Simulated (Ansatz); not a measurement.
WN₂ (P6₄22, No. 181, 9 atoms in the cell; start mp-2675163)

These are LDA (Ansatz, a quantum-chemistry and plane-wave program, plane waves, PAW) values and carry that method's errors.

Run with plane-wave cutoff 520 eV, 6×6×6 k mesh, Fermi–Dirac smearing 0.01 eV, no spin polarisation, scalar-relativistic PAW data made under PBE.

Cell (relaxed at this level):

Space group P6₄22 (No. 181); a = b = 5.781 Å, c = 6.370 Å, α = β = 90.00°, γ = 120.00°

```tsv
atom	site	symmetry	x	y	z
W	3c	222	0.5000	0.0000	0.0000
N	6j	..2	0.2116	0.4233	0.5000
```

| Quantity | Value |
|---|---|
| band gap | 0.88 eV |
| smallest direct gap on the k points sampled | 1.04 eV |
| Γ–Γ gap | 1.16 eV |

Spin–orbit coupling is not included.

The computed numbers hold no vibrational or temperature effects.

A start named mp-… is a Materials Project structure, which need not be a measured phase.
